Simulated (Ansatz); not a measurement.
The reference is Al$_{2}$O$_{3}$ in the corundum structure (space group R-3c, No. 167; a = 4.774 Å, c = 13.015 Å (hexagonal axes)).

Calculations: Ansatz (a program for electronic structure) PBEsol, scalar-relativistic without spin-orbit coupling.

One change was made to it. Results:

The electron mass becomes 0.47 mₑ along c, 0.41 mₑ across (at Γ) (base: 0.40 mₑ along c, 0.37 mₑ across (at Γ)); the band gap rises by 1.25 eV (6.03 eV → 7.28 eV); the volume per atom decreases by 0.825 Å³, from 8.56 Å³ to 7.74 Å³; the valence-band top at Γ (three highest levels, from the VBM) changes from 0.00, -0.04, -0.04 eV to 0.00, -0.12, -0.12 eV; the width of the top valence band grows by 0.17 eV (0.63 eV → 0.80 eV).

Name the change that was made.
A. pressure 2.1 GPa
B. pressure 4.5 GPa
C. pressure −1 GPa
D. pressure 30 GPa
E. pressure 9 GPa

D, pressure 30 GPa. For comparison, the band gap in the other runs: pressure 9 GPa gives 6.45 eV; pressure −1 GPa gives 5.98 eV; pressure 2.1 GPa gives 6.13 eV; pressure 4.5 GPa gives 6.24 eV.

Load acts through the strain it causes; cell and atoms are relaxed under it. Effective masses come from finite differences of ±0.01 Å⁻¹. No phonon test of stability was made. Competing high-pressure phases were not computed.
